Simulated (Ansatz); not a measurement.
System: cubic perovskite KMgF3. Method: r²SCAN-D4 in Ansatz (plane waves, PAW).

Run with plane-wave cutoff 560 eV, 8×8×8 k mesh, Fermi–Dirac smearing 0.01 eV, scalar-relativistic PAW data made under PBE.

Cell (relaxed at this level):

```cif
data_F3KMg
_chemical_formula_sum 'K1 Mg1 F3'
_space_group_name_H-M_alt 'Pm-3m'
_space_group_IT_number 221
_space_group_name_Hall '-P 4 2 3'
_cell_length_a 3.97308
_cell_length_b 3.97308
_cell_length_c 3.97308
_cell_angle_alpha 90.000
_cell_angle_beta 90.000
_cell_angle_gamma 90.000
loop_
_atom_site_label
_atom_site_type_symbol
_atom_site_symmetry_multiplicity
_atom_site_Wyckoff_symbol
_atom_site_fract_x
_atom_site_fract_y
_atom_site_fract_z
_atom_site_occupancy
K1 K 1 a 0.00000 0.00000 0.00000 1
Mg1 Mg 1 b 0.50000 0.50000 0.50000 1
F1 F 3 c 0.00000 0.50000 0.50000 1
```

What does this level give for the band gap and smallest direct gap on the k points sampled?


band gap: 8.35 eV (indirect)
smallest direct gap on the k points sampled: 8.66 eV

The computed numbers hold no vibrational or temperature effects.

The result took about 90 core-seconds (a rough figure).

Ansatz is a quantum-chemistry and plane-wave program.
